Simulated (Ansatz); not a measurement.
SiC (P6_3mc) under hydrostatic pressure (compression positive): band gap by PBE with spin-orbit coupling, rigid bands (plane waves, PAW; Ansatz, an electronic-structure program). The unloaded cell, whose axes the loads refer to:

```
CELL_PARAMETERS angstrom
      3.07597     0.00000     0.00000
     -1.53798     2.66386     0.00000
      0.00000     0.00000     5.04775
ATOMIC_POSITIONS crystal
  Si 0.33333 0.66667 0.99959
  Si 0.66667 0.33333 0.49959
  C  0.33333 0.66667 0.37541
  C  0.66667 0.33333 0.87541
```

| hydrostatic pressure (compression positive) (GPa) | volume per atom (Å³) | band gap (eV) |
|---|---|---|
| -15 | 11.19 | 2.41 |
| -10 | 10.86 | 2.36 |
| -5 | 10.59 | 2.32 |
| 0 | 10.34 | 2.27 |
| 5 | 10.12 | ? |
| 10 | 9.92 | 2.20 |
| 20 | 9.57 | 2.13 |

Question: Fit a straight line to band gap against the load over the rows given, and predict the row at 5 GPa.

Answer: The means are x̄ = 0.000 GPa and ȳ = 2.2817; Σ(x − x̄)(y − ȳ) = -6.750 and Σ(x − x̄)² = 850.0, so the slope is -7.94 meV per GPa, and the rows given lie within 12 meV of the line. At 5 GPa the line gives 2.24 eV; the calculation gives 2.23 eV, 0.54 % from it.

Question: With all rows, what volume deformation potential dE_g/d ln V follows?

Answer: A line through E_g against ln V has the slope 1.8 eV, so the gap narrows under compression.

 Stresses and pressures are the targets of the relaxation. Gaps are resolved to about 0.01 eV. The structure type is held at every load. Geometry: cell and atoms relaxed with PBEsol.
